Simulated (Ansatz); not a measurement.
Results of LDA (plane waves, PAW; Ansatz, a first-principles code) for TaS2 (P6₃/mmc, No. 194; undistorted form, which takes a superstructure on cooling).

Numerical settings: plane-wave cutoff 520 eV, 18×18×6 k mesh (along the axes of the cell as run), Fermi–Dirac smearing 0.05 eV, scalar-relativistic PAW data made under PBE.

Cell (relaxed at this level):

```cif
data_S4Ta2
_chemical_formula_sum 'Ta2 S4'
_space_group_name_H-M_alt 'P 1'
_space_group_IT_number 1
_cell_length_a 3.26966
_cell_length_b 3.26966
_cell_length_c 11.56899
_cell_angle_alpha 90.000
_cell_angle_beta 90.000
_cell_angle_gamma 120.000
loop_
_space_group_symop_operation_xyz
  'x, y, z'
loop_
_atom_site_label
_atom_site_type_symbol
_atom_site_fract_x
_atom_site_fract_y
_atom_site_fract_z
_atom_site_occupancy
Ta1 Ta 0.00000 0.00000 0.25000 1
Ta2 Ta 0.00000 0.00000 0.75000 1
S1 S 0.33333 0.66667 0.11582 1
S2 S 0.66667 0.33333 0.61582 1
S3 S 0.33333 0.66667 0.38418 1
S4 S 0.66667 0.33333 0.88418 1
```

Problem. Estimate the bulk modulus B0 that the calculation returns.

Solution. 
bulk modulus B0: 43.7 GPa

The run finds no gap.

Note: the bulk modulus is −V dP/dV from two relaxed cells at ±2 % in volume; the volume lies 7 % below that of the published cell.

Spin–orbit coupling is not included; it can open a gap where bands touch, and shift volumes and moduli.

The computed numbers hold no vibrational or temperature effects.
